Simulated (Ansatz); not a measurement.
Take CuI in the zinc blende structure (space group F-43m, No. 216) as the base.

```xyz
2
Lattice="0.0000 3.0114 3.0114 3.0114 0.0000 3.0114 3.0114 3.0114 0.0000" Properties=species:S:1:pos:R:3 pbc="T T T"
Cu     0.0000     0.0000     0.0000
I      1.5057     1.5057     1.5057
```

Calculations: r2SCAN/PAW in Ansatz (a first-principles code), no spin-orbit coupling.

Before the change:

- Pressure: 0.00 GPa
- Band gap: 1.67 eV
- Hole mass: 0.29, 0.71, 0.71 mₑ (at Γ)

One thing is altered: every lattice vector is stretched by 0.50 %; the atoms relax in the strained cell.

Question: What does the calculation give for the energy relative to the base, pressure, band gap and hole mass after the change?

Answer: The energy rises by 0.8 meV/atom; the pressure goes from zero to -0.63 GPa; the band gap falls by 0.044 eV to 1.62 eV; the hole mass (degenerate bands, along [100]) changes from 0.29, 0.71, 0.71 mₑ (at Γ) to 0.29, 0.73, 0.73 mₑ (at Γ).

With I present, leaving out spin-orbit coupling can change the band edges. Effective masses come from finite differences of ±0.01 Å⁻¹. Whether these cells are dynamically stable was not tested. All final runs are without spin polarisation.
